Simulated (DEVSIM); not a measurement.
Device: illuminated Si p-on-n cell, one wavelength, with a back-surface field, at 300 K.

```csv
layer (left to right),material,thickness (μm),Nd (cm⁻³),Na (cm⁻³),τn (s),τp (s),absorption coefficient (cm⁻¹)
1,Si,0.740,-,1.2e18,1.3e-6,7.4e-7,3000
2,Si,92.0,3.2e15,-,8.3e-6,8.3e-6,3000
3,Si,0.170,4.3e18,-,8.3e-6,8.3e-6,3000
```

Left contact: ohmic, minority electron recombination velocity 20000 cm/s. Right contact: ohmic, minority hole recombination velocity 6e5 cm/s. Voltage is applied to the left contact. Recombination: SRH at mid-gap, radiative, Auger. Light enters at the left, 9e16 photons cm⁻² s⁻¹, one pass, no reflection. Mobility is constant in doping. Where it depends on doping, it is μmin + (μ − μmin)/(1 + (N/Nref)^α).

The device is made up for the run: typed textbook-type constants, with dimensions and the other settings drawn at random. Values at 300 K. The table also holds parameters that only a changed run uses.

| parameter | Si |
|---|---|
| gap (eV) | 1.124 |
| affinity (eV) | 4.05 |
| permittivity | 11.7 |
| Nc (cm⁻³) | 2.86e19 |
| Nv (cm⁻³) | 3.1e19 |
| μn (cm²/Vs) | 1417 |
| μp (cm²/Vs) | 470 |
| μn,min | 52 |
| μp,min | 45 |
| Nref,n | 9.7e16 |
| Nref,p | 2.2e17 |
| αn | 0.68 |
| αp | 0.72 |
| B (cm³/s) | 4.7e-15 |
| Cn (cm⁶/s) | 2.8e-31 |
| Cp (cm⁶/s) | 9.9e-32 |

Simulated with DEVSIM: 1D drift-diffusion, Boltzmann statistics, complete ionisation; no tunnelling, impact ionisation, image-force lowering or self-heating.

Base results: dark forward voltage at 1 A/cm² (V) 0.694; dark forward voltage at 100 A/cm² (V) 0.869; short-circuit current (mA/cm²) 14.1; share of generated pairs collected at short circuit 0.978.

Question: What follows from this one change: thickness of layer 1 0.74 → 2.2 μm?

Answer: dark forward voltage at 1 A/cm² little changed (0.694 V); dark forward voltage at 100 A/cm² little changed (0.870 V); short-circuit current 14.1 → 13.8 mA/cm²; share of generated pairs collected at short circuit 0.978 → 0.960.

Question: What follows from this one change: doping-dependent mobility in place of the constant one?

Answer: dark forward voltage at 1 A/cm² 0.694 → 0.703 V; dark forward voltage at 100 A/cm² 0.869 → 0.874 V; short-circuit current 14.1 → 13.9 mA/cm²; share of generated pairs collected at short circuit 0.978 → 0.965.
